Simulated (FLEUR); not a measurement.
Worked example: self-consistent single point of MnI₂ (P-3m1, 3 atoms in the cell) in FLEUR.

Level of theory: PBEsol, all-electron FLAPW (FLEUR), scalar-relativistic valence in FLEUR.

The change in words: lattice scaled by 0.98. Reference geometry:
```
CELL_PARAMETERS angstrom
      4.16858     0.00000     0.00000
     -2.08429     3.61010     0.00000
      0.00000     0.00000     7.14620
ATOMIC_POSITIONS crystal
  Mn 0.00000 0.00000 0.00000
  I  0.33333 0.66667 0.23089
  I  0.66667 0.33333 0.76911
```
Moments meant for the start (each program seeds them in its own way; μB, in the order of the atoms Mn I I): 4.0 0.0 0.0.

Reference input (self-consistent single point, DFT, PBEsol, all-electron FLAPW (FLEUR), scalar-relativistic valence): Kmax = 3.9 1/bohr; GmaxXC = 15.6 1/bohr; xcFunctional = PBEs; jspins = 2; l_soc = F; mode = hist; fermiSmearingEnergy = 0.00183747 Htr; mesh (inpgen div1-3) = 5 5 3; inpgen gamma flag = false; Gmax = 15.6 1/bohr; numbands = 0; maxIterBroyd = 15. This run's input differs from it in these lines:

```diff
@@ -3,5 +3,5 @@
 &input film=f /
-7.8774743347 0.0000000450 0.0000000000
--3.9387372063 6.8220928690 0.0000000000
-0.0000000000 0.0000000000 13.5043608318
+7.7199243828 -0.0000000234 0.0000000000
+-3.8599621712 6.6856506425 0.0000000000
+0.0000000000 0.0000000000 13.2342736152
 1.0
@@ -45,5 +45,5 @@
          <bravaisMatrix>
-            <row-1>    7.8774743346999996     0.0000000450000000     0.0000000000000000</row-1>
-            <row-2>   -3.9387372062999999     6.8220928689999996     0.0000000000000000</row-2>
-            <row-3>    0.0000000000000000     0.0000000000000000    13.5043608317999997</row-3>
+            <row-1>    7.7199243828000004    -0.0000000234000000     0.0000000000000000</row-1>
+            <row-2>   -3.8599621711999998     6.6856506424999997     0.0000000000000000</row-2>
+            <row-3>    0.0000000000000000     0.0000000000000000    13.2342736151999993</row-3>
          </bravaisMatrix>
```

Output (repeated stretches shortened):

```
 Iteration:     1   Distance:       5.71878891 me/bohr^3
 Iteration:     2   Distance:       5.70970913 me/bohr^3
 Iteration:     3   Distance:       4.96239196 me/bohr^3
 Iteration:     4   Distance:       2.60601253 me/bohr^3
 Iteration:     5   Distance:       1.30228010 me/bohr^3
   [... 10 lines left out ...]
 Iteration:    16   Distance:       0.00018312 me/bohr^3
 Iteration:    17   Distance:       0.00013431 me/bohr^3
 Iteration:    18   Distance:       0.00002125 me/bohr^3
 Iteration:    19   Distance:       0.00000750 me/bohr^3
 Reset of history
 Run finished successfully
 Stop message:
   Structural relaxation: new displacements generated

[file out, last iteration]
             iter=     20
[...]
          total density-effective poten   -2.5602488147E+04
          total charge density-energy d   -4.0860189082E+02
 Updated energy parameters for spin:           1
 Updated energy parameters for spin:           2
[...]
 fermi energy and band-weighting factors:

[...]
FERMIE:
          first approx. to ef    (T=0)  :   0.159937 htr   (energy of the highest occ. eigenvalue)
          number of occ. states  (T=0)  :        588
          first approx. to seigv (T=0)  : -44.837233 htr
          sum of weights of occ. states :  49.000000
          sum of semicore charge        :   0.000000 e
FERHIS:  Fermi-Energy by histogram:
          bandgap                     :   0.033862 htr
   [... lines left out ...]
          charge neutrality (T=0)     :   0.000000    (zero if the highest occ. eigenvalue is "entirely" occupied)
 Direct bandgap for spin            1 :   0.10636638805628448       Htr
 Direct bandgap for spin            2 :    7.8247969977179865E-002  Htr
 ---->    free energy=                    -15389.7974133580 htr
   [... lines left out ...]
SPIN-2 FORCE FOR ATOM TYPE=  2  X=  3.860   Y= -2.229   Z=  3.056      FX_SP = 0.000000 FY_SP = 0.000000 FZ_SP =-0.006358
 ***** TOTAL FORCES ON ATOMS *****
 TOTAL FORCE FOR ATOM TYPE=  1  X=  0.000   Y=  0.000   Z=  0.000
                       FX_TOT= 0.000000 FY_TOT= 0.000000 FZ_TOT= 0.000000
 TOTAL FORCE FOR ATOM TYPE=  2  X=  3.860   Y= -2.229   Z=  3.056
                       FX_TOT= 0.000000 FY_TOT= 0.000000 FZ_TOT= 0.001823
```

The run converged in 19 iterations. FLEUR gives forces in its relaxation mode, with a further iteration, so its stop message speaks of a relaxation. Against the reference run the free energy goes down by 10.5 meV/atom, the largest force goes from 0.239 to 0.094 eV/Å, the gap on the mesh goes from 1.149 to 0.921 eV and the size of the net moment stays at 1.67 μB/atom.

The starting cell comes from a database of computed structures (which also holds hypothetical and non-ambient phases and stackings), without a prior relaxation at this level. For this run, on top of that: lattice scaled by 0.98. Spin-orbit coupling is off. With one magnetic atom in the cell only a parallel order is possible. Values depend on the basis (sphere radii, cutoffs, local orbitals), which need not be converged.

Cost on one core of a shared machine: roughly 2 min.
